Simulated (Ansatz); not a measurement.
Results of PBE-D4 (Ansatz, a first-principles code, plane waves, PAW) for 1T (CdI2-type) PtTe2.

Run with plane-wave cutoff 500 eV, 12×12×8 k mesh (along the axes of the cell as run), Fermi–Dirac smearing 0.05 eV, scalar-relativistic PAW data made under PBE.

Computed at the level's own relaxed cell.

Q: Predict the volume per atom, equilibrium lattice constant a and lattice parameter c.

A: 
- volume per atom: 24.15 Å³/atom
- equilibrium lattice constant a: 4.054 Å
- lattice parameter c: 5.092 Å

Measured, for comparison: lattice constant a 4.026 Å, lattice parameter c 5.221 Å (temperature not stated, not corrected to a static lattice; as tabulated in Pelayo et al. (2023), arXiv:2312.15371). Computed (rounded) less measured: lattice constant a +0.7 %, lattice parameter c -2.5 %.

Spin–orbit coupling is not included.

Static lattice: no zero-point or thermal effects.
